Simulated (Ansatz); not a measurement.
## Quick settings and what they miss: LaGeIr (I4_1md, 6 atoms in the cell)

Self-consistent single point.

```xyz
6
Lattice="-2.1585 2.1585 7.0236 2.1585 -2.1585 7.0236 2.1585 2.1585 -7.0236" Properties=species:S:1:pos:R:3 pbc="T T T"
La     2.1585     0.0000     6.9439
La     0.0000     0.0000    10.4557
Ge     0.0000     2.1585     5.8362
Ge     0.0000     0.0000     2.3244
Ir     2.1585     0.0000     1.2390
Ir     0.0000     0.0000     4.7507
```

Computed with PBEsol, default PAW files made with PBE (plane waves; Ansatz, a program for electronic structure).

Base settings: basis.ecutwfc = 420 eV; kpoints.mp_grid.grid = 9 9 9; hamiltonian.xc = pbesol; hamiltonian.pseudopotentials = {kind: paw} (the program's default PAW files); scf.occupations.method = fermi_dirac; scf.occupations.width = 0.05 eV.

Tight run (finer mesh or higher cutoff; not a proven limit): basis.ecutwfc: 420 eV → 590 eV; kpoints.mp_grid.grid: 9 9 9 → 13 13 13; scf.convergence.dr2_threshold: default (1e-07 eV) → 1e-09 eV. It gave Fermi level (on the code's own zero) 14.51 eV; pressure 1.78 GPa; largest force (vector length) 0.036 eV/Å.

Quick runs, as changes from the base:
- A: the base itself
- B: basis.ecutwfc: 420 eV → 335 eV; kpoints.mp_grid.grid: 9 9 9 → 2 2 2; hamiltonian.xc: pbesol → lda; kpoints.mp_grid.shift: default → 0.5 0.5 0.5; scf.convergence.dr2_threshold: default (1e-07 eV) → 0.0001 eV [LDA (PW92)]
- C: basis.ecutwfc: 420 eV → 250 eV; kpoints.mp_grid.grid: 9 9 9 → 6 6 6; scf.occupations.method: fermi_dirac → cold; scf.occupations.width: 0.05 eV → 0.136 eV; kpoints.mp_grid.shift: default → 0.5 0.5 0.5
- D: basis.ecutwfc: 420 eV → 335 eV; kpoints.mp_grid.grid: 9 9 9 → 6 6 6; hamiltonian.xc: pbesol → lda; scf.occupations.width: 0.05 eV → 0.136 eV; kpoints.mp_grid.shift: default → 0.5 0.5 0.5 [LDA (PW92)]
- E: basis.ecutwfc: 420 eV → 210 eV; kpoints.mp_grid.grid: 9 9 9 → 8 8 8; scf.occupations.method: fermi_dirac → gaussian; scf.occupations.width: 0.05 eV → 0.5 eV; scf.convergence.dr2_threshold: default (1e-07 eV) → 0.0001 eV
- F: basis.ecutwfc: 420 eV → 210 eV; kpoints.mp_grid.grid: 9 9 9 → 2 2 2; hamiltonian.xc: pbesol → lda; scf.occupations.width: 0.05 eV → 0.5 eV; kpoints.mp_grid.shift: default → 0.5 0.5 0.5 [LDA (PW92)]

Energies are extrapolated to zero smearing width, which holds to low order in the width alone.

Dashes: energy of B, D, F, another energy zero.

† marks runs with another functional, U, potentials or spin treatment: their distance from the tight run is not a convergence error alone.

The count of work is k-points × plane waves × bands × iterations; it is no time. 

Pressures in the table are Ansatz's without its Pulay estimate, at a fixed set of plane waves; the tight run's value above holds the estimate.

The starting cell comes from a database of computed structures (which also holds hypothetical and non-ambient phases and stackings), without a prior relaxation at this level. Its lattice was rescaled by a random factor within 2.5 % of one. Spin polarisation is off.

```
run  energy less tight (meV/atom)  pressure less tight (GPa)  largest miss in a force vector (eV/Å)  count of work / tight
---  ----------------------------  -------------------------  -------------------------------------  ---------------------
A                             1.7                      -0.01                                  0.001                   0.18
B†                              –                      -5.64                                  0.084                 0.0040
C                          1037.2                     -50.37                                  0.064                  0.031
D†                              –                      -4.58                                  0.035                  0.050
E                          4497.3                    -161.90                                  0.312                  0.039
F†                              –                    -162.80                                  0.290                 0.0033
```

Among the runs at the tight run's level, the energy misses run from 1.7 to 4497.3 meV/atom.

Keys are those of Ansatz 0.2.
